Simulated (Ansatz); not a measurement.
Data:

End structure of the (331) surface of diamond, from a spin-polarised start (in the relaxation 2 C–C bonds broke), no caps (bottom of the slab: built like the top, H on every dangling bond, free):

```yaml
crystal:
  lattice:
    - [5.05093, 0.00000, 0.00000]
    - [1.26273, 5.50413, 0.00000]
    - [0.00000, 0.00000, 25.50000]
  atoms:
    - { symbol: C, position: [0.13222, 0.47118, 0.35670] }
    - { symbol: C, position: [0.63222, 0.47118, 0.35670] }
    - { symbol: C, position: [0.84411, 0.62363, 0.36394] }
    - { symbol: C, position: [0.34411, 0.62363, 0.36394] }
    - { symbol: C, position: [0.97281, 0.10881, 0.38923] }
    - { symbol: C, position: [0.47281, 0.10881, 0.38923] }
    - { symbol: C, position: [0.68430, 0.26286, 0.39638] }
    - { symbol: C, position: [0.18430, 0.26286, 0.39638] }
    - { symbol: C, position: [0.81579, 0.73688, 0.41959] }
    - { symbol: C, position: [0.31579, 0.73688, 0.41959] }
    - { symbol: C, position: [0.52641, 0.89441, 0.42769] }
    - { symbol: C, position: [0.02641, 0.89441, 0.42769] }
    - { symbol: C, position: [0.65771, 0.36919, 0.45240] }
    - { symbol: C, position: [0.15771, 0.36919, 0.45240] }
    - { symbol: C, position: [0.36829, 0.52689, 0.46022] }
    - { symbol: C, position: [0.86829, 0.52689, 0.46022] }
    - { symbol: C, position: [0.50000, 0.00000, 0.48439] }
    - { symbol: C, position: [0.00000, 0.00000, 0.48439] }
    - { symbol: C, position: [0.21053, 0.15789, 0.49243] }
    - { symbol: C, position: [0.71053, 0.15789, 0.49243] }
    - { symbol: C, position: [0.34211, 0.63158, 0.51653] }
    - { symbol: C, position: [0.84211, 0.63158, 0.51653] }
    - { symbol: C, position: [0.05263, 0.78947, 0.52456] }
    - { symbol: C, position: [0.55263, 0.78947, 0.52456] }
    - { symbol: C, position: [0.18421, 0.26316, 0.54866] }
    - { symbol: C, position: [0.68421, 0.26316, 0.54866] }
    - { symbol: C, position: [0.89474, 0.42105, 0.55669] }
    - { symbol: C, position: [0.39474, 0.42105, 0.55669] }
    - { symbol: C, position: [0.02542, 0.89821, 0.58071] }
    - { symbol: C, position: [0.52542, 0.89821, 0.58071] }
    - { symbol: C, position: [0.73925, 0.04295, 0.58228] }
    - { symbol: C, position: [0.23925, 0.04295, 0.58228] }
    - { symbol: C, position: [0.86665, 0.53327, 0.61592] }
    - { symbol: C, position: [0.36665, 0.53327, 0.61592] }
    - { symbol: C, position: [0.57758, 0.68957, 0.62279] }
    - { symbol: C, position: [0.07758, 0.68957, 0.62279] }
    - { symbol: C, position: [0.69276, 0.22879, 0.67025] }
    - { symbol: C, position: [0.19276, 0.22879, 0.67025] }
    - { symbol: C, position: [0.41545, 0.33796, 0.65737] }
    - { symbol: C, position: [0.91545, 0.33796, 0.65737] }
    - { symbol: C, position: [0.53811, 0.84745, 0.67160] }
    - { symbol: C, position: [0.03811, 0.84745, 0.67160] }
    - { symbol: C, position: [0.25840, 0.96618, 0.68014] }
    - { symbol: C, position: [0.75840, 0.96618, 0.68014] }
    - { symbol: H, position: [0.15187, 0.39257, 0.31670] }
    - { symbol: H, position: [0.65187, 0.39257, 0.31670] }
    - { symbol: H, position: [0.80813, 0.76755, 0.33404] }
    - { symbol: H, position: [0.30813, 0.76755, 0.33404] }
    - { symbol: H, position: [0.98944, 0.04230, 0.34847] }
    - { symbol: H, position: [0.48944, 0.04230, 0.34847] }
```

Model: 50-atom slab, 9.4 Å thick at the start with caps and adatoms (thin: gaps and levels are the slab's own), 5x4x1 mesh, Fermi-Dirac 0.025 eV, dipole correction, 12 atoms held, the rest relaxed; start symmetry kept, larger cells not searched; spin-polarised from one start with parallel moments (other orders not tried), ending with about 1.3 μB a cell, a value that depends on the mesh; orders that need a larger cell were not tried, no spin-orbit, no U. The slab shows no gap on its mesh. It is one candidate, not shown to be the stable structure of the face.

Task: Estimate the work function of the top face that PBE run with Ansatz (a quantum-chemistry and plane-wave program) returns for this input.

Result: 4.81 eV
